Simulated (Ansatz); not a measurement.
An Ansatz (a first-principles code) input (Ansatz, r2SCAN, PAW, cutoff 500 eV, scalar-relativistic without spin-orbit coupling, earlier PAW set):

Ansatz 0.2 input:
```yaml
crystal:
  lattice:
    - [2.682718601, 0, 0]
    - [1.3413593005, 2.3233024597, 0]
    - [1.3413593005, -0.7744341532, 2.3622674575]
  atoms:
    - { symbol: Al, position: [0, 0, 0] }
basis: { ecutwfc: 500, ecutrho_ratio: 4, xc_grid: 4, fft_grid_basis: typed }
kpoints: { mp_grid: { grid: [28, 28, 28] } }
hamiltonian:
  xc: r2scan
  dispersion: none
  pseudopotentials: { azcp: { folder: ./paw }, kind: paw }
scf: { occupations: { method: fermi_dirac, width: 0.1 } }
relax: { f_tol: 0.005, max_steps: 50, cell: { stress_tol: 0.01, fix: [a, b, gamma] } }
output: { forces: true, stress: true }
checkpoint: { write: state.ck, write_every: 1000 }
```

Q: Which symmetry and how many k-points will the program report, and about how many plane waves at Γ?

A: Space group R-3m (ITA 166) with 12 operations, k-points 2045 of 21952, and 369 plane waves at Γ.

Q: And the final pressure?

A: 8.18 GPa (compression positive).

The cells carry an imposed strain or load. No phonon test of stability was made. The cell was made from Al in the fcc (Cu type) structure (space group Fm-3m, No. 225) by this change: biaxial strain −4.97 %, plane normal [111], relaxed out of plane.
